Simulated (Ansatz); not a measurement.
Input and output of a self-consistent single point for LaPt (Cm, 4 atoms in the cell) (Ansatz, a program for electronic structure).

Computed with LDA (PW92), default PAW files made with PBE (plane waves; Ansatz).

The change in words: lattice scaled by 0.98; kpoints.mp_grid.grid: 7 7 5 → 7 7 6. Reference geometry:
```
CELL_PARAMETERS angstrom
      2.00247    -5.61083     0.00000
      2.00247     5.61083     0.00000
      0.00000     0.00000     4.56904
ATOMIC_POSITIONS crystal
  La 0.86438 0.13562 0.76094
  La 0.13562 0.86438 0.25000
  Pt 0.59120 0.40880 0.75000
  Pt 0.40880 0.59120 0.25000
```

Reference input (self-consistent single point, DFT, LDA (PW92), plane waves, default PAW files made with PBE): basis.ecutwfc = 420 eV; kpoints.mp_grid.grid = 7 7 5; hamiltonian.xc = lda; hamiltonian.pseudopotentials = {kind: paw} (the program's default PAW files); scf.occupations.method = gaussian; scf.occupations.width = 0.1 eV. This run's input differs from it in these lines:

Ansatz 0.2 input:
```diff
@@ -2,5 +2,5 @@
   lattice:
-    - [2.002468, -5.610830, 0.000000]
-    - [2.002468, 5.610830, 0.000000]
-    - [0.000000, 0.000000, 4.569042]
+    - [1.962419, -5.498613, 0.000000]
+    - [1.962419, 5.498613, 0.000000]
+    - [0.000000, 0.000000, 4.477661]
   atoms:
@@ -13,3 +13,3 @@
 kpoints:
-  mp_grid: { grid: [7, 7, 5] }
+  mp_grid: { grid: [7, 7, 6] }
 hamiltonian:
```

Output, abridged:

```
SCF iter   1: F=—  HF=-36646.733910 eV  |F-HF|=—  |Δ(HF+E_count)|=         —  Δρ=5.41e-3  dr2=1.93e-2  ethr=1.77e-3  ⟨swp⟩=6.6  Hψ=13997  notcnv=0
all-band conjugate gradients solve this SCF's bands
preconditioner: auto → Kerker (q_TF=auto, 2.506 Å⁻¹)
SCF iter   2: F=—  HF=-36646.730535 eV  |F-HF|=—  |Δ(HF+E_count)|=   3.37e-3  Δρ=2.64e-3  dr2=4.57e-3  ethr=3.33e-5  ⟨swp⟩=3.0  Hψ=6973  notcnv=0  defer=95
   [... lines left out ...]
SCF iter   4: F=—  HF=-36646.729660 eV  |F-HF|=—  |Δ(HF+E_count)|=   1.70e-4  Δρ=2.02e-4  dr2=7.37e-5  ethr=1.87e-6  ⟨swp⟩=2.6  Hψ=4935  notcnv=0  defer=95
SCF iter   5: F=—  HF=-36646.729646 eV  |F-HF|=—  |Δ(HF+E_count)|=   1.44e-5  Δρ=4.65e-5  dr2=4.81e-6  ethr=1.27e-7  ⟨swp⟩=2.4  Hψ=5513  notcnv=0  defer=95
SCF iter   6: F=—  HF=-36646.729645 eV  |F-HF|=—  |Δ(HF+E_count)|=   6.75e-7  Δρ=1.29e-5  dr2=1.72e-7  ethr=8.29e-9  ⟨swp⟩=2.6  Hψ=4757  notcnv=0  defer=95
SCF iter   7: F=-36646.729645 eV  HF=-36646.729645 eV  |F-HF|=4.93e-9  |Δ(HF+E_count)|=   1.19e-8  Δρ=2.76e-6  dr2=1.01e-8  ethr=1.72e-10  ⟨swp⟩=14.6  Hψ=16188  notcnv=0
SCF 1 converged in 7 iterations: F = -36646.729645 eV  dr2 = 1.01e-8
Free energy (F): -36646.729645 eV
Internal energy: -36646.715937 eV  (E = F + TS)
E sigma→0 (E₀):  -36646.722791 eV
Entropy (-TS):   -0.013708 eV (-3.427 meV/atom)
Fermi energy:    15.604716 eV
--- Forces (eV/Å), atoms counted from 1 ---
  atom   1  La    -0.00000000    -0.07302456    -0.22999495
  atom   2  La     0.00000000     0.07661746     0.07424645
  atom   3  Pt    -0.00000000    -0.01584588     0.02119402
  atom   4  Pt     0.00000000     0.01223251     0.13454602
--- Stress (GPa, compression-positive) ---
       -1.744911      -0.000000      -0.000000
       -0.000000      -1.704536       0.062883
       -0.000000       0.062883      -1.858875
  P = ⅓ Tr σ = -1.7694 GPa (-17.694 kbar)
  The stress holds the Pulay correction. Without it, at fixed plane waves, as pw.x and ABINIT print it: P = -1.7861 GPa
```

The run converged in 7 iterations. Against the reference run the free energy drops by 42.2 meV/atom, the pressure goes from -6.87 to -1.77 GPa and the largest force goes from 0.252 to 0.241 eV/Å.

The starting cell comes from a database of computed structures (which also holds hypothetical and non-ambient phases and stackings), without a prior relaxation at this level. Its lattice was rescaled by up to half a per cent. One atom was moved a little off its site on purpose. For this run, on top of that: lattice scaled by 0.98. Spin polarisation is off. Ansatz's pressure includes its estimate of the finite-basis (Pulay) stress.
